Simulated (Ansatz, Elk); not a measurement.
An Ansatz (a first-principles code) input for a self-consistent single point of AlRu (Pm-3m, 2 atoms in the cell) (DFT, PBE, plane waves, default PAW files):

Ansatz 0.2 input:
```yaml
# AlRu
crystal:
  lattice:
    - [2.92285000, 0.00000000, 0.00000000]
    - [0.00000000, 2.92285000, 0.00000000]
    - [0.00000000, 0.00000000, 2.92285000]
  atoms:
    - { symbol: Al, position_ang: [0.00000000, 0.00000000, 0.00000000] }
    - { symbol: Ru, position_ang: [1.46142500, 1.46142500, 1.46142500] }
basis:
  ecutwfc: 420.0 eV
kpoints:
  mp_grid:
    grid: [11, 11, 11]
hamiltonian:
  xc: pbe
  pseudopotentials:
    kind: paw
scf:
  occupations:
    method: gaussian
    width: 0.05 eV
output:
  forces: true
  eigenvalues: true
  stress: true
```

Q: Translate this input to Elk.

A: One input that does it (others would too):

```
tasks
  0

xctype
  20

tforce
  .true.

rgkmax
  8.0

gmaxvr
  18.0

lmaxapw
  10

lmaxo
  8

nxlo
  2

lorbcnd
  .true.

lradstp
  2

nrmtscf
  2.0

lmaxi
  4

stype
  0

swidth
  0.00183747

maxscl
  100

avec
    5.5233860034    0.0000000000    0.0000000000
    0.0000000000    5.5233860034    0.0000000000
    0.0000000000    0.0000000000    5.5233860034

atoms
  2
  'Al.in'
  1
  0.0000000000  0.0000000000  0.0000000000    0.0 0.0 0.0
  'Ru.in'
  1
  0.5000000000  0.5000000000  0.5000000000    0.0 0.0 0.0

ngridk
  11 11 11
```

Basis settings and potentials, where a program has them, do not carry over. This input uses DFT, PBE, all-electron FP-LAPW, Elk's shipped species files, APW+lo basis with extra local orbitals.

The starting cell comes from a database of computed structures (which also holds hypothetical and non-ambient phases and stackings), without a prior relaxation at this level. For this run, on top of that: lattice scaled by 0.98.
